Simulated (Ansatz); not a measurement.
Base system: SiC (space group P6_3mc, No. 186; a = 3.078 Å, c = 10.077 Å).

Level of theory: DFT with r2SCAN, PAW potentials and a 500 eV plane-wave cutoff in Ansatz (a quantum-chemistry and plane-wave program), no SOC, earlier PAW set.

One change was made to it. Results:

The gap character remains indirect, Γ → M; the band gap is still 2.60 eV; the density grows by 0.03 g/cm³ to 3.25 g/cm³.

Task: Name the change that was made.
(A) pressure 9 GPa
(B) pressure 2.1 GPa
(C) pressure −2 GPa
(D) pressure 15 GPa
(E) pressure −1 GPa

Result: B, pressure 2.1 GPa. For comparison, the density in the other runs: pressure −1 GPa gives 3.21 g/cm³; pressure 9 GPa gives 3.34 g/cm³; pressure 15 GPa gives 3.42 g/cm³; pressure −2 GPa gives 3.19 g/cm³.

Load acts through the strain it causes; cell and atoms are relaxed under it. No phonon test of stability was made. No other phases were tried under pressure.
